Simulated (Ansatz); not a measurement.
## BeAlNO (model structure, started from the AlSiCN type, P3m1, No. 156, 4 atoms in the cell): smallest direct gap on the k points sampled by level of theory

No measured value is used here.

```json
[
 {"level (code)": "LDA (Ansatz)", "value (eV)": "4.45"},
 {"level (code)": "PBE (Ansatz)", "value (eV)": "4.49"},
 {"level (code)": "PBEsol (Ansatz)", "value (eV)": "(withheld)"},
 {"level (code)": "r²SCAN (Ansatz)", "value (eV)": "5.16"},
 {"level (code)": "G0W0@PBEsol (Ansatz)", "value (eV)": "6.67"}
]
```

Task: Complete the blanks.

Result: 
- PBEsol (Ansatz, an electronic-structure program), value (eV): 4.38

Computed values are for a static lattice.  Values are at the PBEsol cell. Cutoffs differ between the levels. Ansatz's density-functional and Hartree–Fock values are scalar-relativistic unless marked +SOC, with PAW data made under PBE.

A model structure was made by putting elements into a prototype or built by hand; it is no filed structure, need not be a known phase, and can be a saddle point held by its symmetry.
